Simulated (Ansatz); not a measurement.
# What Se → Ge does to hypothetical fluorite ZrSe2

Consider ZrSe2 in the fluorite structure (space group Fm-3m, No. 225; a = 6.597 Å; a hypothetical phase, not in the database extracts checked).

The change: Ge takes the place of Se on all its sites; the structure is relaxed again.

The values are results of PBE (Ansatz, a quantum-chemistry and plane-wave program, PAW, without spin-orbit coupling), earlier PAW set, not measurements. Γ-centred 13×13×13 mesh, Fermi–Dirac width 0.05 eV, for the changed cell.

| quantity | base | changed | shift |
|---|---|---|---|
| volume per atom | 23.92 Å³ | 22.64 Å³ | -1.28 Å³ |
| density | 5.76 g/cm³ | 5.78 g/cm³ | +0.02 g/cm³ |
| lattice parameter a | 6.597 Å | 6.477 Å | -0.120 Å |
| shortest interatomic distance | 2.857 Å | 2.805 Å | -0.052 Å |
| band gap | zero | zero | – |

Whether these cells are dynamically stable was not tested. As relaxed here, ZrGe2 is a hypothetical phase, not in the database extracts checked. All final runs are without spin polarisation. ZrGe2 has a high density of states at the Fermi level and may be magnetic at this level.
